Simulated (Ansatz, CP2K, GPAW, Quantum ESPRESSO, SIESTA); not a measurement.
# Code comparison for IrRh₃ (Pm-3m, 4 atoms in the cell)

Self-consistent single point.

```xyz
4
Lattice="3.8171 0.0000 0.0000 0.0000 3.8171 0.0000 0.0000 0.0000 3.8171" Properties=species:S:1:pos:R:3 pbc="T T T"
Ir     0.0000     0.0000     0.0000
Rh     0.0000     1.9085     1.9085
Rh     1.9085     0.0000     1.9085
Rh     1.9085     1.9085     0.0000
```

Shared settings, as Ansatz (a program for electronic structure) writes them: kpoints.mp_grid.grid = 6 6 6; scf.occupations.method = fermi_dirac; scf.occupations.width = 0.1 eV. Potentials and cutoffs stand in the table.

```tsv
code	model	pressure (GPa)	cutoff
Ansatz	PBEsol, PAW files made with PBE	-6.01	420 eV
CP2K	PBEsol, GPW, DZVP-MOLOPT-SR-GTH basis, GTH-PBE potentials (GTH_POTENTIALS)	-3.60	grid 500 Ry
Quantum ESPRESSO	PBEsol, GBRV 1.5 ultrasoft (PBESOL) pseudopotentials	-7.24	40 Ry
GPAW	PBEsol, GPAW PAW datasets PBEsol (made by gpaw-setup)	-4.38	600 eV
SIESTA	GGA PBEsol, numerical atomic orbitals TZP, PseudoDojo PBEsol standard norm-conserving potentials (rewritten from UPF to PSML)	-5.31	grid 300 Ry
```

On Ansatz's run: spin-orbit coupling is off. Spin polarisation is off.

The spread over the programs that give each value: pressure within 3.64 GPa.

CP2K and SIESTA use small atom-centred bases, whose incompleteness enters pressures, forces and empty levels differently from a plane-wave cutoff. Ansatz's pressure is given at a fixed set of plane waves, as the other plane-wave codes print theirs; with its correction for the finite basis it is -5.92 GPa.

The starting cell comes from a database of computed structures (which also holds hypothetical and non-ambient phases and stackings), without a prior relaxation at this level.

Left out of this page: ABINIT (with a known weakness of the program); Elk and FLEUR (not drawn, or without a comparable value).

Keys are those of Ansatz 0.2.
